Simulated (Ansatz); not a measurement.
System: fluorite PbF₂ (high-temperature phase). Method: RPBE (Ansatz, an electronic-structure program, PAW).

Settings: plane-wave cutoff 520 eV, 10×10×10 k mesh, Fermi–Dirac smearing 0.01 eV, scalar-relativistic PAW data made under PBE.

Cell (relaxed at this level):

```
PbF2
1.0
    0.00000     3.04944     3.04944
    3.04944     0.00000     3.04944
    3.04944     3.04944     0.00000
Pb F
1 2
Direct
  0.00000   0.00000   0.00000
  0.25000   0.25000   0.25000
  0.75000   0.75000   0.75000
```

**Question.** Give the computed bulk modulus B0, direct gap at Γ and smallest direct gap on the k points sampled.

**Answer.** 
bulk modulus B0: 56.7 GPa
direct gap at Γ: 8.24 eV
smallest direct gap on the k points sampled: 4.67 eV

Measured, for comparison: bulk modulus 64 GPa (temperature not stated, no zero-point or thermal correction; as tabulated in Cadelano and Cappellini (2011), arXiv:1107.5962). Computed (rounded) less measured: bulk modulus -11 %.

Spin–orbit coupling is not included; with these elements it can move the gap by several tenths of an eV or more.

Cost on a shared machine: around 40 core-seconds (rough).
